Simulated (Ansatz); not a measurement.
The starting structures come from a database of crystals and need not be the phases stable at ambient conditions.

Inside the gap of an insulator the Bloch states are evanescent, with a wavenumber k + iκ along the transport direction.

```xyz
2
Lattice="4.7924 0.0000 0.0000 0.0000 4.7924 0.0000 2.3962 -2.3962 3.3888" Properties=species:S:1:pos:R:3 pbc="T T T"
Tl     0.0000     0.0000     0.0000
Br     2.3962     2.3962     0.0000
```

The cell was relaxed by PBE-D3(BJ); by PBEsol it stands under a pressure of -1.6 GPa.

Transport runs along the normal of the first two printed cell vectors, the (001) plane of the conventional cell.

The gap is the functional's own, uncorrected, and κ follows it; spin-orbit coupling is left out. Mid-gap means the computed energy nearest the middle.

State the band gap and the smallest decay constant κ at mid-gap according to Ansatz (an electronic-structure program) with PBEsol.

Gap 2.19 eV on a 10×10×10 mesh; κ = 0.198 1/Å, at (0.500, 0.000) of the in-plane reciprocal vectors. At the zone centre the slowest state has κ = 0.24 1/Å.
